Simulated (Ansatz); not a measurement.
Density of states of CsI (P6_3/mmc, 4 atoms in the cell).

```xyz
4
Lattice="5.6850 0.0000 0.0000 -2.8425 4.9234 0.0000 0.0000 0.0000 7.9236" Properties=species:S:1:pos:R:3 pbc="T T T"
Cs     0.0000     0.0000     0.0000
Cs     0.0000     0.0000     3.9618
I      0.0000     3.2823     1.9809
I      2.8425     1.6411     5.9427
```

Method: LDA (PW92), default PAW files made with PBE (plane waves; Ansatz, a quantum-chemistry and plane-wave program).

SCF settings: basis.ecutwfc = 30.9 Ry; kpoints.mp_grid.grid = 4 4 2; hamiltonian.xc = lda; hamiltonian.pseudopotentials = {kind: paw} (the program's default PAW files); scf.occupations.method = gaussian; scf.occupations.width = 0.0037 Ry. Keys of the DOS step: output.dos.nscf_kmesh.grid = 8 8 4.

The starting cell was generated: these elements placed on a structure prototype, without a prior relaxation; it need not be a known phase or ordering of this composition. Spin-orbit coupling is off.

Total DOS (both spins), as means of the tabulated values in each energy bin; the zero is the program's Fermi level or highest filled level, and the curve is cut to this window:

(E (eV), states/eV/cell): (-7.75, 0.00); (-7.25, 0.00); (-6.75, 0.00); (-6.25, 0.00); (-5.75, 0.00); (-5.25, 0.00); (-4.75, 0.00); (-4.25, 0.00); (-3.75, 0.00); (-3.25, 0.00); (-2.75, 4.29); (-2.25, 16.6); (-1.75, 3.11); (-1.25, 0.00); (-0.75, 0.00); (-0.25, 0.00); (0.25, 0.00); (0.75, 0.00); (1.25, 0.00); (1.75, 0.02); (2.25, 0.58); (2.75, 2.48); (3.25, 5.55); (3.75, 5.32); (4.25, 8.12)

The gap on the SCF mesh is 3.52 eV.

Keys are those of Ansatz 0.2.
